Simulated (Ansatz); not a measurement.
Consider Cu3Sn (space group Pmmn, No. 59; a = 4.2644 Å, b = 5.4260 Å, c = 4.7758 Å).

Calculations: PBEsol (Ansatz, a first-principles code, PAW, no spin-orbit coupling).

Base values:

- Volume per atom: 13.81 Å³

Modification: a hydrostatic pressure of 0.3 GPa.

Q: What happens to the volume per atom?

A: The volume per atom falls by 0.03 Å³ to 13.78 Å³.

Load acts through the strain it causes; cell and atoms are relaxed under it. Stability against distortions was not tested. The final runs are not spin-polarised.
